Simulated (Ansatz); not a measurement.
**Ti on the (0001) surface of wurtzite GaN (2x2 with 3 H on 4 top atoms; a constructed slab, bottom: 3 H on 4 bottom sites), one in a cell of 36 Å², started at the site 'bridge H-H (span 3.2 Å)'**

Host crystal: wurtzite GaN, with a band gap (PBE, scalar-relativistic without spin-orbit coupling).

These are PBE (plane waves to 420 eV, PAW; Ansatz, a program for electronic structure) values and carry that method's errors.

Model: 47-atom slab, 13.8 Å thick at the start with caps and adatoms under the adsorbate (thin: gaps and levels are the slab's own), 4x4x1 mesh, Fermi-Dirac 0.01 eV, dipole correction, 23 atoms held, the rest relaxed; no symmetry held; spin-polarised, ending with about 2.0 μB a cell; orders that need a larger cell were not tried, no spin-orbit, no U, no dispersion correction. At the end it is bonded to 3 Ga + 2 H + N. In PBE it is, or lies within 0.03 eV of, the lowest of the starts that converged.

```
Property                                                                                                                                                                                   Value
--------------------------------------------------------------------------------------------------------------  --------------------------------------------------------------------------------
energy of the end state, in which the adsorbate broke or entered a bond of the host, against an atom of hcp Ti                                                                           1.91 eV
gap of the slab on its k-mesh                                                                                                                                                            0.38 eV
highest filled level below the top vacuum level                                                                                                                                          2.84 eV
change of the step from the bottom to the top vacuum level, against the clean slab                                                                                                      -2.46 eV
energy released by relaxation                                                                                                                                                            1.94 eV
height of the binding atom over the mean of the host atoms within 0.3 Å of the top one                                                                                                   0.242 Å
magnetic moment of the cell                                                                                                                                                              2.00 μB
largest move of a host atom                                                                                                                                                               0.57 Å
caution                                                                                                         the clean host was not checked against rearrangement in a larger or rattled cell
note                                                                                                                             in the relaxation the adsorbate left its starting site by 1.0 Å
```

A negative adsorption energy means that the adsorbate is more stable on the surface than in its reference.
